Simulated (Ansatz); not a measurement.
# A self-consistent single point of Pb (Fm-3m, 1 atom in the cell) with Ansatz

Computed with PBE (plane waves, PAW; Ansatz, a program for electronic structure).

This input was run:

Ansatz 0.2 input:
```yaml
# Pb
crystal:
  lattice:
    - [0.000000, 2.519703, 2.519703]
    - [2.519703, 0.000000, 2.519703]
    - [2.519703, 2.519703, 0.000000]
  atoms:
    - { symbol: Pb, position: [0.000000, 0.000000, 0.000000] }
kpoints:
  mp_grid: { grid: [8, 8, 8] }
hamiltonian:
  xc: pbe
  pseudopotentials: { kind: paw }
scf:
  occupations: { method: fermi_dirac, width: 0.0073 Ry }
output:
  forces: true
  eigenvalues: true
  stress: true
```

The program printed (abridged):

```
WARN basis.ecutwfc = 420 eV, the default
WARN ansatz: RAYON_NUM_THREADS=1 ignored (pool sized by the plan → 1); use --threads N
Pseudopotentials: kind: paw
Pseudopotential: Pb, paw, valence charge 14
Crystal: 1 atoms, lattice volume = 31.995 Å³
Basis set: ecut = 420 eV, 609 PW (Γ), exchange–correlation on 48×48×48 points (8 copies of the dense FFT grid, shifted against one another)
Bands: 11, of which v1, the nominal top of the filled ones, is band 7 counted from 1 (6 counted from 0)
Symmetry: 48 space group operations
Space group: Fm-3m (ITA 225), of the structure as read, at distance tolerance 3.2e-5 Å
k-points: 29 of 512
Initial density: superposition of atomic densities (neutral atoms: chi_scale 0, normalization atom), corrected by the library's trained network
Initial wavefunctions: pseudopotential atomic-orbital guess
Eigensolver: davidson
Functional: x = pbe(κ = 0.804, μ = 0.2195149727645171), c = pbe(β = 0.06672455060314922)
SCF iter   1: F=—  HF=-11906.436335 eV  |F-HF|=—  |Δ(HF+E_count)|=         —  Δρ=5.82e-4  dr2=7.54e-5  ethr=1.77e-3  ⟨swp⟩=5.6  Hψ=2073  notcnv=0
all-band conjugate gradients solve this SCF's bands
preconditioner: auto → none
SCF iter   2: F=—  HF=-11906.435905 eV  |F-HF|=—  |Δ(HF+E_count)|=   4.30e-4  Δρ=4.00e-4  dr2=2.66e-5  ethr=5.38e-7  ⟨swp⟩=2.0  Hψ=750  notcnv=0
SCF iter   3: F=—  HF=-11906.435917 eV  |F-HF|=—  |Δ(HF+E_count)|=   1.23e-5  Δρ=1.25e-4  dr2=2.42e-6  ethr=1.90e-7  ⟨swp⟩=2.8  Hψ=523  notcnv=0
SCF iter   4: F=—  HF=-11906.435922 eV  |F-HF|=—  |Δ(HF+E_count)|=   4.47e-6  Δρ=2.15e-5  dr2=1.62e-7  ethr=1.73e-8  ⟨swp⟩=2.0  Hψ=371  notcnv=0
iter 5 did not close the SCF: its close was put off for the readings that it lacked (scf_convergence_deferred on its scf_iter line)
SCF iter   5: F=-11906.435922 eV  HF=-11906.435922 eV  |F-HF|=2.73e-9  |Δ(HF+E_count)|=   1.57e-8  Δρ=2.68e-6  dr2=2.69e-9  ethr=1.16e-9  ⟨swp⟩=2.0  Hψ=515  notcnv=0
SCF iter   6: F=-11906.435922 eV  HF=-11906.435922 eV  |F-HF|=3.64e-11  |Δ(HF+E_count)|=  8.73e-10  Δρ=3.07e-7  dr2=4.20e-11  ethr=1.92e-11  ⟨swp⟩=2.7  Hψ=1354  notcnv=0
SCF 1 converged in 6 iterations: F = -11906.435922 eV  dr2 = 4.20e-11
SCF converged after 6 iterations
Free energy (F): -11906.435922 eV
Harris-Foulkes:  -11906.435922 eV  (|F-HF|=3.64e-11)
Internal energy: -11906.422769 eV  (E = F + TS)
E sigma→0 (E₀):  -11906.429346 eV
Entropy (-TS):   -0.013153 eV (-13.153 meV/atom)
Fermi energy:    10.151079 eV
--- Per-component energies (eV) ---
  E_band       = -47.013597
  E_kinetic    = 288.326319
  E_local      = -1050.641739  (includes V_loc(G=0)·N_el)
  E_nonlocal   = 349.509442
  E_hartree    = 416.232342
  E_xc         = -220.571942
  E_vxc        = -132.201652  (∫ρ·V_xc dr)
  E_paw        = -10405.396148  (= ΣΔE_a)
  E_vpaw       = -334.470449  (= ΣTr[D̂ρ^β])
  E_aug_tail   = 0.000047  (compensation charges beyond the density's cutoff)
  E_ewald      = -1283.881090
  E_smearing   = -0.013153  (= −TS)
  E_closure    = 0.000000  (closes the sum)
  Σ components = -11906.435922   (vs F -11906.435922, Δ=0.00e0)
--- Forces (eV/Å), atoms counted from 1 ---
  atom   1  Pb    -0.00000000     0.00000000     0.00000000
  max |Σ_I F_I| component: 2.22e-31 eV/Å
--- Stress (GPa, compression-positive) ---
        0.024558      -0.000000       0.000000
        0.000000       0.024558      -0.000000
        0.000000      -0.000000       0.024558
  P = ⅓ Tr σ = 0.0246 GPa (0.246 kbar)
  The stress holds the Pulay correction. Without it, at fixed plane waves, as pw.x and ABINIT print it: P = 0.0025 GPa
--- Band table (eV; the first three rows and the last of 29) ---
  k-point 0: bands = ["-6.8538", "-6.8538", "-6.8538", "-6.7357", "-6.7357", "-1.2050", "17.1918", "17.1918", "17.1918", "19.9018", "20.8598"]
  k-point 1: bands = ["-6.8540", "-6.8369", "-6.8369", "-6.7351", "-6.7351", "-0.9207", "14.5302", "16.8649", "16.8649", "19.3520", "22.1355"]
  k-point 2: bands = ["-6.8580", "-6.8236", "-6.8236", "-6.7047", "-6.7047", "-0.0787", "10.8625", "16.2193", "16.2193", "18.9328", "21.4332"]
  k-point 28: bands = ["-6.8398", "-6.7999", "-6.7999", "-6.6943", "-6.5906", "3.5051", "8.9194", "8.9194", "10.4962", "20.6328", "22.0466"]
```

The run converged in 6 iterations.

The starting cell comes from a database of computed structures (which also holds hypothetical and non-ambient phases and stackings), without a prior relaxation at this level. Its lattice was rescaled by a random factor within 2.5 % of one. Spin-orbit coupling is off. Ansatz's pressure includes its estimate of the finite-basis (Pulay) stress.
